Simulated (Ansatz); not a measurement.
Defect: interstitial H in fluorite, charge state +1. All values below come from PBE, PAW (plane waves to 420 eV; Ansatz, a first-principles code).

96-site cell at the relaxed PBE lattice, the Γ point alone, smearing 0.01 eV, spin-restricted, no finite-size correction. Static, classical nuclei. The charge state is imposed; whether it is stable for some Fermi level was not computed. Sites that were not tried may lie lower.

Barriers: single points on a 2×2×2 k-point mesh shifted by half a step at the bands' geometries.

The step: a concerted move, in which H travels most; the atom moves 1.49 Å along (-0.19, 0.00, -0.19) of the unit cell; the moving atom starts with neighbours F at 1.11, F at 1.16 Å and ends with F at 1.11, F at 1.16 Å.

What migration barrier of this step does PBE, PAW give?

0.48 eV, the same both ways. At the saddle the moving atom has neighbours F at 0.98, 2 F at 1.79 Å. The saddle point's order was not checked, and it lies on a symmetry element of the cell, where a band can be held.
